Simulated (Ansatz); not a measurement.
We consider Rb2SnBr6 (Fm-3m, No. 225, 9 atoms in the cell; start COD 7717852), described by LDA in Ansatz (plane waves, PAW).

Settings: plane-wave cutoff 520 eV, 6×6×6 k mesh, Fermi–Dirac smearing 0.01 eV, scalar-relativistic PAW data made under PBE.

Cell (relaxed at this level):

Rb2SnBr6 is modelled in the cubic space group Fm-3m (No. 225), Pearson symbol cF36. Lattice parameters: a = 10.328 Å, b = 10.328 Å, c = 10.328 Å, α = 90.00°, β = 90.00°, γ = 90.00°. Sn on 4b is surrounded by 6 Br at 2.594 Å (octahedral). Rb on 8c sees 12 Br at 3.651 Å (cuboctahedral). Br on 24e is surrounded by 1 Sn at 2.594 Å and 4 Rb at 3.651 Å (square pyramidal). (Neighbours: up to the widest gap in distance over summed covalent radii, below 1.35, at either atom; cation-cation and far metal-metal contacts left out.)
(The calculation used a cell of 9 atoms; values per cell refer to that cell.)

**Question.** What does this level give for the band gap and bulk modulus?

**Answer.** 
- band gap = 0.80 eV (on the SCF k mesh)
- bulk modulus = 20.3 GPa

Note: the relaxation could not lower the start's symmetry, so the cell can be a saddle point above a distorted one; the bulk modulus is −V dP/dV from two relaxed cells at ±2 % in volume.

Spin–orbit coupling is not included.

Computed values are for the static lattice.

Computing time: about 120 core-seconds (a rough figure).

Ansatz is an electronic-structure program.
